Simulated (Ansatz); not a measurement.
**Computed paths: Cu-vacancy pair in rock-salt TiC, neutral cell**

Defect migration in rock-salt TiC: Cu-vacancy pair (Cu on one host Ti site, one Ti site vacant), neutral cell. These are PBE, PAW (plane waves to 420 eV; Ansatz, a first-principles code) values and carry that method's errors.

Cell of 64 host sites held at the relaxed PBE lattice; a 3×3×3 k-point mesh shifted by half a step; Fermi-Dirac width 0.10 eV, spin-restricted; finite-size errors left in. Energies are static. Forms of the defect that were not tried may lie lower.

Barriers: single points on a 4×4×4 k-point mesh shifted by half a step at the bands' geometries.

```csv
Route,Start site over the lowest site run (eV),Hop (Å),Forward barrier (eV),Backward barrier (eV),Neighbours at the start,Neighbours at the saddle,Saddle order,"Forward, on the band's own sampling (eV)"
direct exchange of Cu with the vacancy (Cu-vacancy distance between ideal sites 3.06 Å throughout),0.41,2.87,1.27,1.27,"2 C at 2.13, 2 C at 2.18, 2 C at 2.26 Å",2 C at 1.80 Å,"not checked, on a symmetry element",1.25
a nearby Ti atom hops onto the vacant site (Cu-vacancy distance between ideal sites 3.06 Å throughout),0.41,3.00,4.18,4.18,"3 C at 2.14, C at 2.17, C at 2.18, C at 2.19 Å","C at 1.88, C at 1.96, 2 C at 2.14 Å","not checked, on a symmetry element",4.16
a nearby Ti atom hops onto the vacant site (Cu-vacancy distance between ideal sites 3.06 → 4.33 Å),0.41,3.00,4.61,5.01,"C at 2.11, 3 C at 2.16, 2 C at 2.18 Å",2 C at 1.90 Å,"not checked, on a symmetry element",4.58
```

Paths come from nudged elastic bands with a climbing image. Of the routes that converged and passed our checks, the lowest saddle point lies 1.68 eV above the lowest of the sites run (direct exchange of Cu with the vacancy (Cu-vacancy distance between ideal sites 3.06 Å throughout)); other sites, such as split forms, and other routes may lie lower. A band can be held on a symmetry element, so unchecked saddle points there may be too high.
